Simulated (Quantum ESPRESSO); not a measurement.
Input and output of a self-consistent single point for ScAl₃ (I4/mmm, 4 atoms in the cell) (Quantum ESPRESSO).

Method of the run: LDA (PW92), PseudoDojo standard norm-conserving (LDA) pseudopotentials (plane waves; Quantum ESPRESSO 7.5).

```xyz
4
Lattice="-2.0128 2.0128 4.4232 2.0128 -2.0128 4.4232 2.0128 2.0128 -4.4232" Properties=species:S:1:pos:R:3 pbc="T T T"
Sc     0.0000     0.0000     0.0000
Al     0.0000     2.0128     2.2116
Al     2.0128     0.0000     2.2116
Al     0.0000     0.0000     4.4232
```

Reference input (self-consistent single point, DFT, LDA (PW92), plane waves, PseudoDojo standard norm-conserving (LDA) pseudopotentials): ecutwfc = 80 Ry; occupations = smearing; smearing = marzari-vanderbilt; degauss = 0.0147 Ry; potentials = {Sc: Sc.upf, Al: Al.upf}; K_POINTS = automatic 10 10 10 0 0 0; conv_thr = 1e-10 Ry; mixing_beta = 0.5. This run's input differs from it in these lines:

```diff
@@ -30,3 +30,3 @@
 K_POINTS {automatic}
-10 10 10  0 0 0
+6 6 6  0 0 0
 CELL_PARAMETERS {angstrom}
```

The program printed (abridged):

```
     Self-consistent Calculation

     iteration #  1     ecut=    80.00 Ry     beta= 0.50

     Threshold (ethr) on eigenvalues was too large:
     Diagonalizing with lowered threshold

     total energy              =    -111.01564110 Ry
     estimated scf accuracy    <       0.02904176 Ry

     iteration #  2     ecut=    80.00 Ry     beta= 0.50

     total energy              =    -111.01724054 Ry
     estimated scf accuracy    <       0.00710334 Ry

     iteration #  3     ecut=    80.00 Ry     beta= 0.50

     total energy              =    -111.01805804 Ry
     estimated scf accuracy    <       0.00121566 Ry

   [... 9 blocks of this kind left out ...]

     iteration # 13     ecut=    80.00 Ry     beta= 0.50

     total energy              =    -111.01824312 Ry
     estimated scf accuracy    <          9.5E-10 Ry

     iteration # 14     ecut=    80.00 Ry     beta= 0.50
     End of self-consistent calculation

     the Fermi energy is     8.0446 ev

!    total energy              =    -111.01824312 Ry
     estimated scf accuracy    <          1.8E-12 Ry
     smearing contrib. (-TS)   =       0.00037633 Ry
     internal energy E=F+TS    =    -111.01861945 Ry

     convergence has been achieved in  14 iterations

     Forces acting on atoms (cartesian axes, Ry/au):

     atom    1 type  1   force =     0.00000000    0.00000000    0.00000000
   [... zero for the other atoms too ...]

     Total force =     0.000000     Total SCF correction =     0.000000

          total   stress  (Ry/bohr**3)                   (kbar)     P=      -49.24
  -0.00029981   0.00000000   0.00000000          -44.10        0.00        0.00
   0.00000000  -0.00029981   0.00000000            0.00      -44.10        0.00
   0.00000000   0.00000000  -0.00040464            0.00        0.00      -59.52

   JOB DONE.
```

The run converged in 14 iterations. Against the reference run the free energy drops by 3.0 meV/atom and the pressure stays near -4.92 GPa while the zz stress (positive for compression) goes from -4.62 to -5.95 GPa.

The starting cell comes from a database of computed structures (which also holds hypothetical and non-ambient phases and stackings), without a prior relaxation at this level. With a pressure of about -5 GPa the cell is away from its equilibrium volume at this level.

Cost on one core of a shared machine: roughly 60 s.
